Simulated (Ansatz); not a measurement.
Results of LC-ωPBE (plane waves, PAW; Ansatz, a first-principles code) for NiAs-type NiSb.

Numerical settings: plane-wave cutoff 460 eV, 9×9×6 k mesh (along the axes of the cell as run), Fermi–Dirac smearing 0.05 eV, no spin polarisation, scalar-relativistic PAW data made under PBE.

Computed at the level's own relaxed cell.

Question: Give the computed equilibrium lattice constant a and lattice parameter c.

Answer: 
* **equilibrium lattice constant a**: 3.820 Å
* **lattice parameter c**: 5.052 Å

Measured, for comparison: lattice constant a 3.946 Å, lattice parameter c 5.148 Å (temperature not stated, no zero-point or thermal correction; as tabulated in Wikipedia's data pages). Computed (rounded) less measured: lattice constant a -3.2 %, lattice parameter c -1.9 %. A static lattice is as a rule a little smaller and stiffer than an uncorrected measurement, which narrows the difference in the lattice parameter c and would widen misses of the other sign.

Note: the run has no spin polarisation, so it can have missed a magnetic state.

Spin–orbit coupling is not included.

The computed numbers hold no vibrational or temperature effects.

Computing time: around 50 core-minutes (rough).
